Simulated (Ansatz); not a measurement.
Subject: the formation energy of the neutral Co_i in CoSi2 (Fm-3m). Reaction: Co (hcp) + 32 CoSi2 (Fm-3m) → cell A.

Cell A: a supercell of 96 sites of CoSi2 (Fm-3m) with Co off the lattice sites (8 Si at 2.44 Å and 6 Co at 2.60 Å); an odd number of electrons; spin state with PBE: no moments, k-point mesh 2×2×2.
```
CELL_PARAMETERS angstrom
     10.71905     0.00000     0.00000
      0.00000    10.71905     0.00000
      0.00000     0.00000    10.71905
ATOMIC_POSITIONS crystal
  Co 0.99880 0.00000 0.00000
  Co 0.00278 0.24722 0.24722
  Co 0.25000 0.00000 0.25120
  Co 0.25000 0.25120 0.00000
  Si 0.12535 0.12465 0.37604
  Si 0.12381 0.37557 0.37557
  Si 0.12535 0.37604 0.12465
  Si 0.12646 0.12354 0.12354
  Si 0.37354 0.12354 0.12354
  Si 0.37465 0.37604 0.12465
  Si 0.37619 0.37557 0.37557
  Si 0.37465 0.12465 0.37604
  Co 0.99791 0.00000 0.50000
  Co 0.00278 0.24722 0.75278
  Co 0.25000 0.00000 0.74880
  Co 0.25000 0.25209 0.50000
  Si 0.12646 0.12354 0.87646
  Si 0.12535 0.37604 0.87535
  Si 0.12381 0.37557 0.62443
  Si 0.12535 0.12465 0.62396
  Si 0.37465 0.12465 0.62396
  Si 0.37619 0.37557 0.62443
  Si 0.37465 0.37604 0.87535
  Si 0.37354 0.12354 0.87646
  Co 0.99791 0.50000 0.00000
  Co 0.00278 0.75278 0.24722
  Co 0.25000 0.50000 0.25209
  Co 0.25000 0.74880 0.00000
  Si 0.12381 0.62443 0.37557
  Si 0.12535 0.87535 0.37604
  Si 0.12646 0.87646 0.12354
  Si 0.12535 0.62396 0.12465
  Si 0.37465 0.62396 0.12465
  Si 0.37354 0.87646 0.12354
  Si 0.37465 0.87535 0.37604
  Si 0.37619 0.62443 0.37557
  Co 0.99298 0.50000 0.50000
  Co 0.00278 0.75278 0.75278
  Co 0.25000 0.50000 0.74791
  Co 0.25000 0.74791 0.50000
  Si 0.12535 0.62396 0.87535
  Si 0.12646 0.87646 0.87646
  Si 0.12535 0.87535 0.62396
  Si 0.12381 0.62443 0.62443
  Si 0.37619 0.62443 0.62443
  Si 0.37465 0.87535 0.62396
  Si 0.37354 0.87646 0.87646
  Si 0.37465 0.62396 0.87535
  Co 0.50120 0.00000 0.00000
  Co 0.49722 0.24722 0.24722
  Co 0.75000 0.00000 0.25209
  Co 0.75000 0.25209 0.00000
  Si 0.62557 0.12619 0.37557
  Si 0.61877 0.36877 0.36877
  Si 0.62557 0.37557 0.12619
  Si 0.62604 0.12465 0.12465
  Si 0.87396 0.12465 0.12465
  Si 0.87443 0.37557 0.12619
  Si 0.88123 0.36877 0.36877
  Si 0.87443 0.12619 0.37557
  Co 0.50209 0.00000 0.50000
  Co 0.49722 0.24722 0.75278
  Co 0.75000 0.00000 0.74791
  Co 0.75000 0.25702 0.50000
  Si 0.62604 0.12465 0.87535
  Si 0.62557 0.37557 0.87381
  Si 0.61877 0.36877 0.63123
  Si 0.62557 0.12619 0.62443
  Si 0.87443 0.12619 0.62443
  Si 0.88123 0.36877 0.63123
  Si 0.87443 0.37557 0.87381
  Si 0.87396 0.12465 0.87535
  Co 0.50209 0.50000 0.00000
  Co 0.49722 0.75278 0.24722
  Co 0.75000 0.50000 0.25702
  Co 0.75000 0.74791 0.00000
  Si 0.61877 0.63123 0.36877
  Si 0.62557 0.87381 0.37557
  Si 0.62604 0.87535 0.12465
  Si 0.62557 0.62443 0.12619
  Si 0.87443 0.62443 0.12619
  Si 0.87396 0.87535 0.12465
  Si 0.87443 0.87381 0.37557
  Si 0.88123 0.63123 0.36877
  Co 0.50702 0.50000 0.50000
  Co 0.49722 0.75278 0.75278
  Co 0.75000 0.50000 0.74298
  Co 0.75000 0.74298 0.50000
  Si 0.62557 0.62443 0.87381
  Si 0.62604 0.87535 0.87535
  Si 0.62557 0.87381 0.62443
  Si 0.61877 0.63123 0.63123
  Si 0.88123 0.63123 0.63123
  Si 0.87443 0.87381 0.62443
  Si 0.87396 0.87535 0.87535
  Si 0.87443 0.62443 0.87381
  Co 0.75000 0.50000 0.50000
```

Reference: Co (hcp, P6₃/mmc), 2 atoms in the cell; spin state with PBE: parallel moments, net moment 3.2 μB a cell, k-point mesh 30×30×16 on the run's own vectors. Conventional cell: a = b = 2.493 Å, c = 4.037 Å, α = β = 90.00°, γ = 120.00°.

Reference: CoSi2 (Fm-3m), 96 atoms in the cell, the relaxed perfect crystal repeated, atoms not moved again; spin state with PBE: no moments, k-point mesh 2×2×2 on the run's own vectors.

Computed with Ansatz (plane waves, PAW), its default PAW set, cutoff 420 eV. The structures are at rest with PBE, within the held lattices. Neutral cells; Fermi-Dirac smearing of at most 0.10 eV in the solids, energies taken to zero width. Larger cells are relaxed from a start prepared with the learned potential CHGNet till forces fall under 0.03 eV/Å, which some starts already meet. A dispersion term (D3(BJ), or D4 for r2SCAN) was computed beside these levels and is taken off wherever the name lacks it. Space groups of crystals are read within 0.01 Å. Nuclei at rest; no vibrational terms. The structures are the rest points that the relaxations reached, not proven lowest. No search over spin orders was made beyond those shown. No correction for cell size. Mesh and cell size may move defect energies by 0.1 eV or more. The value holds for the reservoirs listed; other chemical potentials shift it. Cell A has symmetry Pm-3m within 0.02 Å and got no random move, so less symmetric positions, which may lie lower, weren't tried.

Task: Estimate the value that PBE returns for this input.

Result: -0.64 eV, for Co (hcp) + 32 CoSi2 (Fm-3m) → cell A.

Ansatz is an electronic-structure program.
